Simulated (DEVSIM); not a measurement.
Structure: TaN/HfO2/n-Si capacitor, at 300 K.

```tsv
layer (left to right)	material	thickness (nm)	Nd (cm⁻³)
1	HfO2	5.50	-
2	Si	500	1.3e18
```

Metal gate on the left, work function 4.4 eV. Fixed charge at the semiconductor interface 0 cm⁻² (in units of +e); no interface traps.

The device is made up for the run: typed textbook-type constants, with dimensions and the other settings drawn at random. Values at 300 K; Nc and Nv go as T^1.5, mobilities as T to minus their exponent, the gap by Varshni's rule with the affinity fixed.

```csv
parameter,HfO2,Si
gap (eV),5.7,1.124
affinity (eV),2.5,4.05
permittivity,22,11.7
Nc (cm⁻³),-,2.86e19
Nv (cm⁻³),-,3.1e19
Varshni α (eV/K),-,0.000473
Varshni β (K),-,636
```

DEVSIM, 1D Poisson equation in equilibrium, Boltzmann statistics, complete ionisation; no quantum confinement or tunnelling. Metal contacts follow the ideal Schottky-Mott rule: no Fermi-level pinning, no interface dipoles.

Base results: flat-band voltage (V) 0.27; capacitance of the dielectric stack (μF/cm²) 3.54; minimum of the low-frequency capacitance (μF/cm²) 0.337; threshold voltage (band bending 2φF) (V) -0.87.

What follows from this one change: temperature 300 → 500 K?

flat-band voltage 0.27 → 0.18 V; capacitance of the dielectric stack little changed (3.54 μF/cm²); minimum of the low-frequency capacitance 0.337 → 0.413 μF/cm²; threshold voltage (band bending 2φF) -0.87 → -0.70 V.

What follows from this one change: fixed charge 0 → 4.35e+12 cm^-2?

flat-band voltage 0.27 → 0.07 V; capacitance of the dielectric stack little changed (3.54 μF/cm²); minimum of the low-frequency capacitance little changed (0.337 μF/cm²); threshold voltage (band bending 2φF) -0.87 → -1.07 V.

What follows from this one change: substrate doping 1.3e+18 → 2.6e+17 cm^-3?

flat-band voltage 0.27 → 0.23 V; capacitance of the dielectric stack little changed (3.54 μF/cm²); minimum of the low-frequency capacitance 0.337 → 0.165 μF/cm²; threshold voltage (band bending 2φF) -0.87 → -0.73 V.

What follows from this one change: HfO2 thickness 0.0055 → 0.0047 μm?

flat-band voltage little changed (0.27 V); capacitance of the dielectric stack 3.54 → 4.14 μF/cm²; minimum of the low-frequency capacitance little changed (0.339 μF/cm²); threshold voltage (band bending 2φF) -0.87 → -0.85 V.
